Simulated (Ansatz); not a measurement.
**AlN (space group Pm-3n, No. 223; a hypothetical phase, not in the database extracts checked)**

```yaml
crystal:
  lattice:
    - [5.34371, 0.00000, 0.00000]
    - [0.00000, 5.34371, 0.00000]
    - [0.00000, 0.00000, 5.34371]
  atoms:
    - { symbol: Al, position: [0.25000, 0.00000, 0.50000] }
    - { symbol: Al, position: [0.50000, 0.25000, 0.00000] }
    - { symbol: Al, position: [0.50000, 0.75000, 0.00000] }
    - { symbol: Al, position: [0.75000, 0.00000, 0.50000] }
    - { symbol: Al, position: [0.00000, 0.50000, 0.75000] }
    - { symbol: Al, position: [0.00000, 0.50000, 0.25000] }
    - { symbol: N, position: [0.25000, 0.50000, 0.00000] }
    - { symbol: N, position: [0.00000, 0.25000, 0.50000] }
    - { symbol: N, position: [0.00000, 0.75000, 0.50000] }
    - { symbol: N, position: [0.75000, 0.50000, 0.00000] }
    - { symbol: N, position: [0.50000, 0.00000, 0.75000] }
    - { symbol: N, position: [0.50000, 0.00000, 0.25000] }
```

Method: Ansatz (a program for electronic structure), PBEsol, PAW, cutoff 420 eV, spin-orbit coupling left out. k-mesh 5×5×5 (Γ-centred); smearing 0.05 eV (Fermi–Dirac).

| Quantity | Value |
|---|---|
| Volume per atom | 12.72 Å³ |
| Density | 2.68 g/cm³ |
| Band gap | 2.54 eV, direct at Γ |
| Electron mass | 0.33 mₑ |
| Lowest conduction-band minima above the VBM | Γ 2.54 eV |
| Total energy | -452.838 eV/atom (σ→0; compares only within this code and set-up) |

Effective masses come from finite differences of ±0.01 Å⁻¹. Whether these cells are dynamically stable was not tested.
